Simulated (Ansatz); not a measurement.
Surface: Si(111) 1x1 surface, 6 top atoms, 3 bilayers, bottom bilayer H-capped and fixed, every top atom capped by H; cell 11.5 x 6.6 Å; two neighbouring H replaced by SH; about 7 Å thick over the host's atoms, 18 atoms held. The numbers are results of PBE-D3(BJ) (plane waves to 420 eV, PAW; Ansatz, a program for electronic structure), not measurements. Sampling: 1x2x1 k points. The slab states were run without spin polarisation. Results hold for this slab, coverage and mesh. No zero-point or entropy terms are included. Each state was relaxed from one prepared geometry.

One SiF4 a cell is brought to Si(111):H with two SH. Relaxed result near the molecule:

```
atom    x (Å)   y (Å)   z (Å)
------  -----  ------  ------
H(44)   7.674   6.626  10.995
H(45)   9.599  10.004  11.016
H(47)   5.867   4.571  11.857
Si(a0)  7.530   7.700  14.095
F(a1)   8.154   6.768  15.204
F(a2)   8.671   8.135  13.097
F(a3)   6.416   6.887  13.327
F(a4)   6.899   8.969  14.783
```

**Question.** What is the adsorption energy against the free SiF4 and the slab before, and how much of it is dispersion?

**Answer.** -0.22 eV (negative: bound); the D3 term gives -0.20 eV of it. Its closest contacts to the rest of the cell: F(a3)...H(44) 2.66 Å, F(a2)...H(44) 2.77 Å, F(a3)...H(47) 2.80 Å.
